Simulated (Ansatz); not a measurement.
# A computed series for Hf: response to strain

Consider Hf in the hcp (Mg type) structure (space group P6_3/mmc, No. 194; a = 3.1581 Å, c = 5.0045 Å; relaxed with 0.1 eV smearing). Axes: x lies along a and z along c of the hexagonal cell.

Strains are applied to the cell and any free atomic positions relax.

Calculations: Kohn–Sham DFT with the PBEsol functional, run in Ansatz (a program for electronic structure) with PAW and 420 eV plane waves, no spin-orbit coupling.

Candidates:
(a) uniaxial strain ε_xx = −3.00 %
(b) uniaxial strain ε_xx = +3.00 %
(c) uniaxial strain ε_xx = −1.50 %
(d) uniaxial strain ε_xx = +1.00 %

Notes on the quantities. energy relative to the base: free energy F.

Question: Order them by energy relative to the base, highest first.

Answer: (a) uniaxial strain ε_xx = −3.00 % (+12 meV/atom), (b) uniaxial strain ε_xx = +3.00 % (+10 meV/atom), (c) uniaxial strain ε_xx = −1.50 % (+2.9 meV/atom), (d) uniaxial strain ε_xx = +1.00 % (+1.2 meV/atom)

Whether these cells are dynamically stable was not tested. The final runs are not spin-polarised.
